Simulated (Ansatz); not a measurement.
**Defect calculation: Ge_Sr+V_O in rock-salt SrO**

Calculation: PBE, PAW (plane waves to 420 eV; Ansatz, a quantum-chemistry and plane-wave program). Cell: 64 sites, 2×2×2 repeats of a cell of 8 atoms; final energies on a 2×2×2 shifted mesh. Sites at the start: the Sr site; O 2.60 Å away. Energies of charged states are corrected for periodic images (point charge plus alignment at distant sites). Dielectric constants: PBE linear response of the host. Host gap at this level: 3.33 eV. A cell of this size leaves errors of a few tenths of an eV. The semilocal functional narrows the gap, so deep levels can fall outside it. Spin–orbit coupling is left out. Each state is the lowest found from its start.

The name describes the start; the neighbours show where the atoms ended.

Charges with a result: +2, +1, 0, −1. Others weren't obtained, and one of them could lie lower, also by skipping a charge.

```tsv
charge	moment (μB)	point group	largest move off a lattice site (Å)	neighbours of the last Ge atom of the defect at the end (Å)	image correction with alignment (eV)
+2	not spin-polarised	Cs	0.52	O 1.97, O 1.97, O 2.00	0.18
+1	1.0	Cs	0.52	O 1.95, O 1.95, O 3.06	-0.03
0	not spin-polarised	Cs	0.51	O 2.12, O 2.12	0.00
−1†	1.0	–	0.71	O 2.10, O 2.96, O 2.98, Sr 3.16, Sr 3.23, Sr 3.26	0.24
```

† Not settled in this cell, so no level is given: charge −1: level within 0.1 eV of a band edge or past it.

Point groups are those of the whole cell at tolerances of 0.03 and 0.1 Å ("near" where only the looser one holds); none is given for unsettled states.

Transition levels above the valence-band maximum: ε(+2/+1) = 1.80 eV; ε(+1/0) = 2.27 eV. On the lower envelope of the bound states, inside the gap: (+2/+1) at 1.80 eV; (+1/0) at 2.27 eV.

Flagged in the runs: a strain field that reaches the edge of the cell.

All states together cost about 4 core-hours (a rough figure).
